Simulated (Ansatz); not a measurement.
CsCl-type PdIn

The numbers are results of HSE06-D3(BJ) in Ansatz (PAW), not measurements.

Settings: plane-wave cutoff 460 eV, 8×8×8 k mesh, Fermi–Dirac smearing 0.05 eV, scalar-relativistic PAW data made under PBE.

Cell (relaxed at this level):

```
CELL_PARAMETERS angstrom
      3.21271     0.00000     0.00000
      0.00000     3.21271     0.00000
      0.00000     0.00000     3.21271
ATOMIC_POSITIONS crystal
  In 0.50000 0.50000 0.50000
  Pd 0.00000 0.00000 0.00000
```

```json
{
 "bulk_modulus": "154 GPa"
}
```

Spin–orbit coupling is not included.

Ansatz is a first-principles code.
